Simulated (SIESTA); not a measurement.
Converging shifted k-point meshes: NbH2 (I4mm, 3 atoms in the cell)

```
NbH2
1.0
    0.00000     2.29598     2.29598
    2.29598     0.00000     2.29598
    2.29598     2.29598     0.00000
Nb H
1 2
Direct
  0.01089   0.01089   0.98911
  0.25000   0.25000   0.25000
  0.75000   0.75000   0.75000
```

Method of the run: SIESTA with GGA PBEsol, numerical atomic orbitals DZP, PseudoDojo PBEsol standard norm-conserving potentials (rewritten from UPF to PSML).

Base settings: XC.functional = GGA; XC.authors = PBEsol; potentials = PseudoDojo PBEsol standard; PAO.BasisSize = DZP; PAO.EnergyShift = 0.01 Ry; MeshCutoff = 400 Ry; kgrid.MonkhorstPack = 6 6 6; OccupationFunction = MP; OccupationMPOrder = 0; ElectronicTemperature = 0.1 eV.

Only quantities that move along the ladder and can be compared are tabulated.

The starting cell comes from a database of computed structures (which also holds hypothetical and non-ambient phases and stackings), without a prior relaxation at this level. Its lattice was rescaled by up to half a per cent. One atom was moved a little off its site on purpose. Spin polarisation is off. Values carry the incompleteness of an atom-centred basis. In the base run, with a pressure of about -10 GPa the cell is away from its equilibrium volume at this level.

| kgrid.MonkhorstPack | free energy less the last step's (meV/atom) | pressure (GPa) | largest difference of a force vector from the last step's (eV/Å) |
|---|---|---|---|
| 2 2 2 shifted by 0.5 0.5 0.5 | 13.25 | -9.52 | 0.909 |
| 4 4 4 shifted by 0.5 0.5 0.5 | 6.00 | -9.47 | 0.031 |
| 6 6 6 shifted by 0.5 0.5 0.5 | 0.21 | -9.68 | 0.025 |
| 8 8 8 shifted by 0.5 0.5 0.5 | -0.32 | -9.68 | 0.005 |
| 10 10 10 shifted by 0.5 0.5 0.5 | -0.13 | -9.67 | 0.008 |
| 12 12 12 shifted by 0.5 0.5 0.5 | -0.10 | -9.67 | 0.005 |
| 14 14 14 shifted by 0.5 0.5 0.5 | -0.06 | -9.67 | 0.005 |
| 18 18 18 shifted by 0.5 0.5 0.5 | -0.01 | -9.67 | 0.003 |
| 22 22 22 shifted by 0.5 0.5 0.5 | 0.00 | -9.66 | 0.003 |
| 24 24 24 shifted by 0.5 0.5 0.5 | 0.00 | -9.66 | 0.000 |

Coarsest kgrid.MonkhorstPack that holds the free energy within 2 meV/atom of the last step, with all finer ones: 6 6 6 shifted by 0.5 0.5 0.5; the step before is off by 6.0 meV/atom.

Coarsest kgrid.MonkhorstPack that holds the pressure within 0.05 GPa of the last step, with all finer ones: 6 6 6 shifted by 0.5 0.5 0.5; the step before is off by 0.20 GPa.

Coarsest kgrid.MonkhorstPack that holds the forces within 0.02 eV/Å of the last step, with all finer ones: 8 8 8 shifted by 0.5 0.5 0.5; the step before is off by 0.025 eV/Å.
